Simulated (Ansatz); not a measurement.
Start from HgS in the zinc blende structure (space group F-43m, No. 216).

```
HgS
1.0
    0.00000     2.99579     2.99579
    2.99579     0.00000     2.99579
    2.99579     2.99579     0.00000
Hg S
1 1
Direct
  0.00000   0.00000   0.00000
  0.25000   0.25000   0.25000
```

Level of theory: PBE/PAW in Ansatz (a first-principles code), scalar-relativistic without spin-orbit coupling.

Strains are applied to the cell and any free atomic positions relax.

One change was made to it. Results:

```csv
quantity,base,after
energy relative to the base (free energy F),0 meV/atom,+0.9 meV/atom
band gap,zero,zero
pressure,0.0 GPa,-0.7 GPa
```

Task: Which change produced these results?
A) isotropic strain +0.50 %
B) isotropic strain −3.00 %
C) isotropic strain +2.00 %
D) isotropic strain −2.00 %

Result: A, isotropic strain +0.50 %. For comparison, the energy relative to the base in the other runs: isotropic strain +2.00 % gives +14 meV/atom; isotropic strain −2.00 % gives +16 meV/atom; isotropic strain −3.00 % gives +39 meV/atom.

A case with no gap was solved on a k-mesh chosen for an insulator, which is coarse for it. Spin-orbit coupling, missing from the scalar runs, can matter with Hg. No phonon test of stability was made. All final runs are without spin polarisation. A zero or small gap of HgS can be the functional's error rather than a property of the material.
